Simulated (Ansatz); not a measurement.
Base system: TiN in the rock salt structure (space group Fm-3m, No. 225; a = 4.204 Å). Axes: x, y, z lie along the cube axes.

The values are results of PBEsol (Ansatz, a first-principles code; PAW; 420 eV plane waves; no spin-orbit coupling), not measurements.

Strains are applied to the cell and any free atomic positions relax; under biaxial strain the out-of-plane vector relaxes too.

One change was made to it. Results:

```json
[
 {"quantity": "pressure (mean of the normal stresses, compression positive)", "base": "0.0 GPa", "after": "-9.3 GPa"},
 {"quantity": "energy relative to the base (free energy F)", "base": "0 meV/atom", "after": "+21 meV/atom"},
 {"quantity": "volume per atom", "base": "9.29 Å³", "after": "9.61 Å³"}
]
```

Which of these changes matches the shifts?
A) tensor shear ε_yz = −1.40 %
B) biaxial strain +2.46 %, plane normal [110], relaxed out of plane
C) strain tensor (xx, yy, zz, yz, xz, xy) = (+0.82, −0.32, −0.75, −0.68, −0.29, −0.48) %
D) uniaxial strain ε_xx = +3.85 %
E) strain tensor (xx, yy, zz, yz, xz, xy) = (−1.62, +1.87, +1.63, +0.05, −0.31, +0.26) %

B, biaxial strain +2.46 %, plane normal [110], relaxed out of plane. For comparison, the energy relative to the base in the other runs: strain tensor (xx, yy, zz, yz, xz, xy) = (+0.82, −0.32, −0.75, −0.68, −0.29, −0.48) % gives +3.5 meV/atom; strain tensor (xx, yy, zz, yz, xz, xy) = (−1.62, +1.87, +1.63, +0.05, −0.31, +0.26) % gives +14 meV/atom; uniaxial strain ε_xx = +3.85 % gives +24 meV/atom; tensor shear ε_yz = −1.40 % gives +4.0 meV/atom.

A biaxial case was relaxed in a doubled cell and then solved in the primitive one. Without a gap, meshes like the base's 19×19×19 leave anisotropic stresses uncertain by several tenths of a GPa, and small strain energies with them. Whether these cells are dynamically stable was not tested. All final runs are without spin polarisation. An odd electron count without spin: TiN.
